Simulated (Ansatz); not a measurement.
BN under load (space group P6_3mc), r2SCAN, rigid bands (Ansatz, a quantum-chemistry and plane-wave program). Condition of this run: biaxial stress in the c plane of -27 GPa (compression positive) (the target of the relaxation). Band gap 5.94 eV, N_c = 1.38e19 cm⁻³ and N_v = 5.10e19 cm⁻³ at 300 K, conductivity masses along x (a = (2.61, 0.00, 0.00) Å; b = (-1.31, 2.26, 0.00) Å; c = (0.00, 0.00, 4.19) Å) of 0.527 mₑ (electrons) and 0.910 mₑ (holes). Take k_BT = 0.02585 eV.

Find the intrinsic carrier density and the intrinsic Fermi level.

n_i = √(N_c N_v) exp(−E_g/2k_BT) = 2.65e19 × exp(−114.88) = 3.4e-31 cm⁻³. The level lies (k_BT/2) ln(N_v/N_c) = 17 meV from mid-gap (positive towards the conduction band). Each 0.1 eV added to the gap lowers n_i by a factor of 6.9.

A film of it is 3 nm thick, with its normal along the direction named. Estimate the confinement energies in an infinite well.

ħ²π²/(2m t²) = 0.376 eV·nm²/(m/mₑ × t²) gives 79.3 meV for electrons and 45.9 meV for holes, so the gap would widen to about 6.07 eV. Finite barriers and nonparabolic bands lower this, and with several valleys or bands the heaviest mass along the normal sets the lowest level, not this average.

What thermal injection velocity √(2k_BT/πm) limits a ballistic channel along the direction named?

7.41e6 cm/s for electrons and 5.64e6 cm/s for holes, a ratio of √(m_h/m_e) = 1.31, for dilute carriers.

Rigid bands with the computed gap; masses take one relaxation time for all states. Spin-orbit coupling is left out. Geometry: cell and atoms relaxed with PBEsol.
